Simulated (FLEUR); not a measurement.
Input and output of a self-consistent single point for LaAlH6 (R-3m, 8 atoms in the cell) (FLEUR).

Method of the run: PBEsol, all-electron FLAPW (FLEUR), scalar-relativistic valence in FLEUR.

The change in words: lattice scaled by 0.98. Reference geometry:
```xyz
8
Lattice="3.2743 1.8904 2.1076 -3.2743 1.8904 2.1076 0.0000 -3.7808 2.1076" Properties=species:S:1:pos:R:3 pbc="T T T"
La     0.0000     0.0000     3.1614
Al     0.0000     0.0000     0.0000
H      2.1221     1.2252     3.2112
H     -2.1221    -1.2252     3.1117
H     -2.1221     1.2252     3.2112
H      2.1221    -1.2252     3.1117
H      0.0000    -2.4504     3.2112
H      0.0000     2.4504     3.1117
```

Reference input (self-consistent single point, DFT, PBEsol, all-electron FLAPW (FLEUR), scalar-relativistic valence): Kmax = 4.8 1/bohr; GmaxXC = 19.2 1/bohr; xcFunctional = PBEs; jspins = 1; l_soc = F; mode = hist; fermiSmearingEnergy = 0.0001 Htr; mesh (inpgen div1-3) = 6 6 6; inpgen gamma flag = true; Gmax = 19.2 1/bohr; numbands = 0; maxIterBroyd = 15. This run's input differs from it in these lines:

```diff
@@ -3,5 +3,5 @@
 &input film=f /
-6.1875110042 3.5723611439 3.9828170159
--6.1875110042 3.5723611439 3.9828170159
-0.0000000000 -7.1447222877 3.9828170159
+6.0637609879 3.5009140387 3.9031612803
+-6.0637609879 3.5009140387 3.9031612803
+0.0000000000 -7.0018280773 3.9031612803
 1.0
@@ -50,5 +50,5 @@
          <bravaisMatrix>
-            <row-1>    6.1875110042000001     3.5723611438999998     3.9828170158999998</row-1>
-            <row-2>   -6.1875110042000001     3.5723611438999998     3.9828170158999998</row-2>
-            <row-3>    0.0000000000000000    -7.1447222876999996     3.9828170158999998</row-3>
+            <row-1>    6.0637609879000003     3.5009140387000000     3.9031612803000000</row-1>
+            <row-2>   -6.0637609879000003     3.5009140387000000     3.9031612803000000</row-2>
+            <row-3>    0.0000000000000000    -7.0018280772999999     3.9031612803000000</row-3>
          </bravaisMatrix>
```

Log, with long lists cut:

```
 Iteration:     1   Distance:      13.03012137 me/bohr^3
 Iteration:     2   Distance:      12.12770567 me/bohr^3
 Iteration:     3   Distance:       2.98668146 me/bohr^3
 Iteration:     4   Distance:       4.53871475 me/bohr^3
 Iteration:     5   Distance:       0.97876262 me/bohr^3
   [... 9 lines left out ...]
 Iteration:    15   Distance:       0.00006082 me/bohr^3
 Iteration:    16   Distance:       0.00005311 me/bohr^3
 Iteration:    17   Distance:       0.00002146 me/bohr^3
 Iteration:    18   Distance:       0.00000353 me/bohr^3
 Reset of history
 Run finished successfully
 Stop message:
   Structural relaxation: new displacements generated

[file out, last iteration]
             iter=     19
[...]
          total density-effective poten   -1.4707305784E+04
          total charge density-energy d   -2.2116899803E+02
 Updated energy parameters for spin:           1
[...]
 fermi energy and band-weighting factors:

[...]
FERMIE:
          first approx. to ef    (T=0)  :   0.215234 htr   (energy of the highest occ. eigenvalue)
          number of occ. states  (T=0)  :        320
          first approx. to seigv (T=0)  :  -2.592017 htr
          sum of weights of occ. states :  10.000000
          sum of semicore charge        :   0.000000 e
FERHIS:  Fermi-Energy by histogram:
          bandgap                     :   0.086495 htr
   [... lines left out ...]
          charge neutrality (T=0)     :   0.000000    (zero if the highest occ. eigenvalue is "entirely" occupied)
 Direct bandgap for spin            1 :   0.10820015189684401       Htr
 ---->    free energy=                     -8740.2931174826 htr
   [... lines left out ...]
 TOTAL FORCE FOR ATOM TYPE=  1  X=  0.000   Y=  0.000   Z=  5.855
                       FX_TOT= 0.000000 FY_TOT= 0.000000 FZ_TOT= 0.000000
 TOTAL FORCE FOR ATOM TYPE=  2  X=  0.000   Y=  0.000   Z=  0.000
                       FX_TOT= 0.000000 FY_TOT= 0.000000 FZ_TOT= 0.000000
 TOTAL FORCE FOR ATOM TYPE=  3  X= -2.134   Y= -1.232   Z=  2.044
                       FX_TOT=-0.004691 FY_TOT=-0.002708 FZ_TOT= 0.004530
```

The run converged in 18 iterations. FLEUR gives forces in its relaxation mode, with a further iteration, so its stop message speaks of a relaxation. Against the reference run the free energy stays essentially unchanged (within 1 meV/atom), the largest force goes from 0.199 to 0.363 eV/Å and the gap on the mesh goes from 2.286 to 2.354 eV.

The starting cell comes from a database of computed structures (which also holds hypothetical and non-ambient phases and stackings), without a prior relaxation at this level. Its lattice was rescaled by a random factor within 2.5 % of one. For this run, on top of that: lattice scaled by 0.98. Values depend on the basis (sphere radii, cutoffs, local orbitals), which need not be converged.

Cost on one core of a shared machine: roughly 8 min.
